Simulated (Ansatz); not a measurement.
Here is the system:

```xyz
2
Lattice="3.3442 0.0000 0.0000 0.0000 3.3442 0.0000 0.0000 0.0000 3.3442" Properties=species:S:1:pos:R:3 pbc="T T T"
Sc     1.6721     1.6721     1.6721
Al     0.0000     0.0000     0.0000
```

Level of theory: PBEsol, DFPT electron-phonon coupling, linearised Boltzmann equation (plane waves, PAW, scalar-relativistic; Ansatz, an electronic-structure program). How the cell was made: relaxed with this functional, without spin-orbit coupling.

**Question.** What phonon-limited resistivity does this give at 300 K?

**Answer.** 15.7 μΩ·cm.

**Question.** How long is the mean free path there?

**Answer.** 13.0 nm, weighted by the current that each state carries. Wires not much wider than this gain resistivity from their walls.

A metal at this level (no band gap). Only scattering by harmonic phonons is included (no impurities, grain boundaries, electron-electron scattering or thermal expansion). Spin-orbit coupling is left out. Halving the electron mesh (24x24x24) moves the resistivity by up to 3 % at 300 K, the mean free path by up to 2 %. Smearing 0.20 eV; phonons on a 4x4x4 q mesh, which this run doesn't test.

Computed structure, not matched to a measured one here, so possibly hypothetical: ScAl (Pm-3m).
